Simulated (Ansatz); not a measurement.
System: ZrGe2 (Cmcm, No. 63, 6 atoms in the cell; start COD 2310672). Method: PBEsol in Ansatz (plane waves, PAW).

Settings: plane-wave cutoff 520 eV, 16×16×14 k mesh (along the axes of the cell as run), Fermi–Dirac smearing 0.05 eV, scalar-relativistic PAW data made under PBE.

Cell (relaxed at this level):

```
CELL_PARAMETERS angstrom
      1.89736    -7.46152     0.00000
      1.89736     7.46152     0.00000
      0.00000     0.00000     3.76402
ATOMIC_POSITIONS crystal
  Ge 0.25025 0.74975 0.25000
  Ge 0.74975 0.25025 0.75000
  Zr 0.89546 0.10454 0.25000
  Zr 0.10454 0.89546 0.75000
  Ge 0.55946 0.44054 0.25000
  Ge 0.44054 0.55946 0.75000
```

Problem. Predict the bulk modulus.

Solution. 
* **bulk modulus**: 119 GPa

The run finds no gap.

Note: the bulk modulus is −V dP/dV from two relaxed cells at ±2 % in volume; the relaxation could not lower the start's symmetry, so the cell can be a saddle point above a distorted one.

The computed numbers hold no vibrational or temperature effects.

Ansatz is a quantum-chemistry and plane-wave program.
